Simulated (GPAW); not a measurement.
A self-consistent single point of a defect of Cs (1 atoms in the cell) with GPAW.

Level of theory: PBEsol, GPAW PAW datasets PBEsol (made by gpaw-setup) (plane waves; GPAW 25.7.0).

The change in words: 2 x 1 x 1 supercell, one Cs atom taken out, nothing relaxed; kpts: 5 5 5 → 3 5 5. Reference geometry:
```
CELL_PARAMETERS angstrom
     -3.03475     3.03475     3.03475
      3.03475    -3.03475     3.03475
      3.03475     3.03475    -3.03475
ATOMIC_POSITIONS crystal
  Cs 0.00000 0.00000 0.00000
```

Reference input (self-consistent single point, DFT PBEsol, plane waves, GPAW PAW datasets PBEsol (made by gpaw-setup)): mode = pw; ecut = 550 eV; xc = PBEsol; kpts = 5 5 5; mesh shift (steps) = 0 0 0; occupations.name = methfessel-paxton; occupations.width = 0.1 eV; occupations.order = 0; nbands = -9; symmetry.symmorphic = false; symmetry.tolerance = 0.0005; maxiter = 150. This run's input differs from it in these lines:

```diff
@@ -5,6 +5,6 @@
 atoms = Atoms(['Cs'],
-              cell=[[-3.034750, 3.034750, 3.034750],
+              cell=[[-6.069500, 6.069500, 6.069500],
                     [3.034750, -3.034750, 3.034750],
                     [3.034750, 3.034750, -3.034750]],
-              scaled_positions=[[0.000000, 0.000000, 0.000000]],
+              scaled_positions=[[0.500000, 0.000000, 0.000000]],
               pbc=True)
@@ -13,3 +13,3 @@
             xc='PBEsol',
-            kpts=(5, 5, 5),
+            kpts=(3, 5, 5),
             occupations={'name': 'methfessel-paxton', 'width': 0.1, 'order': 0},
```

Output, abridged:

```
     iter     time        total  log10-change:
                         energy   eigst   dens
iter:   1 --:--:--    -1.025809
iter:   2 --:--:--    -1.000919   -2.22  -0.99
iter:   3 --:--:--    -0.657594   -1.63  -1.03
iter:   4 --:--:--    -0.660618   -3.20  -1.54
iter:   5 --:--:--    -0.664225   -4.17  -1.55
iter:   6 --:--:--    -0.657135   -3.02  -1.60
iter:   7 --:--:--    -0.657451   -4.15  -2.38
iter:   8 --:--:--    -0.657602c  -4.84  -2.36
iter:   9 --:--:--    -0.657452c  -4.10  -2.35
iter:  10 --:--:--    -0.657461c  -5.70  -2.78
iter:  11 --:--:--    -0.657464c  -5.78  -3.10
iter:  12 --:--:--    -0.657463c  -7.08  -3.23
iter:  13 --:--:--    -0.657490c  -6.57  -3.30
iter:  14 --:--:--    -0.657488c  -8.25c -3.82
iter:  15 --:--:--    -0.657489c  -8.17c -3.96
iter:  16 --:--:--    -0.657491c  -8.06c -3.89
iter:  17 --:--:--    -0.657493c  -8.19c -4.20c
Converged after 17 iterations.

Dipole moment: (-0.000000, 0.000000, -0.000000) |e|*Ang

Energy contributions relative to reference atoms: (reference = -211715.069452)

Kinetic:         -0.004371
Potential:       +0.021891
External:        +0.000000
XC:              -0.658356
Entropy (-ST):   -0.012407
Local:           -0.010453
SIC:             +0.000000
--------------------------
Free energy:     -0.663696
Extrapolated:    -0.657493

Showing only first 2 kpts
 Kpt  Band  Eigenvalues  Occupancy
  0     2    -10.87999    2.00000
  0     3    -10.86514    2.00000
  0     4     -1.12891    2.00000
  0     5      1.02026    0.00000

  1     2    -10.91009    2.00000
  1     3    -10.89845    2.00000
  1     4     -0.68950    2.00000
  1     5      1.35535    0.00000

Fermi level: 0.05709

No gap
No difference between direct/indirect transitions
Energy (eV): -0.657493

Forces in eV/Ang:
  0 Cs    0.00000    0.00000    0.00000

Stress tensor:
     0.000854    -0.000002    -0.000002
    -0.000002     0.000427     0.000303
    -0.000002     0.000303     0.000427
Stress (GPa, Voigt): [ 0.1368  0.0684  0.0684  0.0486 -0.0004 -0.0004]
```

The run converged in 17 iterations. GPAW prints stress with tension positive. Against the reference run the free energy goes up by 260 meV/atom.

The starting cell has typed, rounded lattice constants, without a prior relaxation at this level. Its lattice was rescaled by up to half a per cent.

Cost on one core of a shared machine: roughly 50 s.
